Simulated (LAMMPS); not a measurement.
Ni (fcc) at 2760 K and zero pressure, started from the melt, with several potentials, in cells of their own sizes.

The levels:
- EAM-type CuNi.eam.alloy: classical MD, pair style eam/alloy, file CuNi.eam.alloy (LAMMPS); Onat and Durukanoglu, J Phys Cond Matt, 26, 035404 (2014)
- MEAM library.meam-Ni: classical MD, pair style meam, file library.meam (library.meam-Ni) (LAMMPS); Baskes, Phys Rev B, 46, 2727-2742 (1992)
- SNAP Ni_Zuo_JPCA2020.quadratic.snap: MD with a machine-learned potential, pair style snap, file Ni_Zuo_JPCA2020.quadratic.snap (LAMMPS); Y. Zuo, C. Chen, X, Li, Z. Deng, Y. Chen, J. Behler, G. Csányi, A. V. Shapeev, A. P. Thompson, M. A. Wood, S. P. Ong, "Performance and Cost Assessment of Machine Learning Interatomic Potentials" J. Phys. Chem. A 124, 4, 731-745 (2020)

| potential | state | volume | first peak of g(r) | coordination number | self-diffusion coefficient of Ni (not corrected for cell size) | mean phonon frequency | rough cost (ms per atom and simulated ps) |
|---|---|---|---|---|---|---|---|
| EAM-type CuNi.eam.alloy | liquid | 13.538 ± 0.002 Å³/atom | 2.40 Å, height 2.3 | 12.4 (counted to 3.46 Å) | (1.39 ± 0.02) × 10^-4 cm²/s | 4.7 THz | 1 to 3 |
| MEAM library.meam-Ni | liquid | 14.089 ± 0.009 Å³/atom | 2.48 Å, height 2.6 | 11.4 (counted to 3.38 Å) | (6.21 ± 0.08) × 10^-5 cm²/s | 6.7 THz | 3 to 10 |
| SNAP Ni_Zuo_JPCA2020.quadratic.snap | liquid | 13.30 ± 0.02 Å³/atom | 2.40 Å, height 2.4 | 12.5 (counted to 3.46 Å) | (1.3 ± 0.1) × 10^-4 cm²/s | 4.7 THz | 30 to 100 |

Costs are rough: whole-run CPU time with set-up and analysis, from shared machines, in bands a factor of about three wide.

Caution: the potential MEAM library.meam-Ni is a first-neighbour MEAM set with a 4 Å cutoff, used here without a parameter file and away from the static properties it was fitted to.

Caution (row SNAP Ni_Zuo_JPCA2020.quadratic.snap): a run this short can hold a crystal over, or a liquid under, the potential's own melting point, which these runs don't give.

States go by the mean squared displacement: a species diffuses where it passes 1.5 Å², still rises and gives D over 1e-6 cm²/s; a crystal has left its structure where atoms lie 0.35 Å off their sites on average or a cubic box changes its shape by 3 %, or the axial ratios of another lie 8 % off the starting cell's, which the potential's own relaxation can also do.

Errors of D are the spread over four groups of atoms in one short run; a floor of about 5 %, a picked value, is safer.

Uncertainties are statistical and leave out the potential's own error.
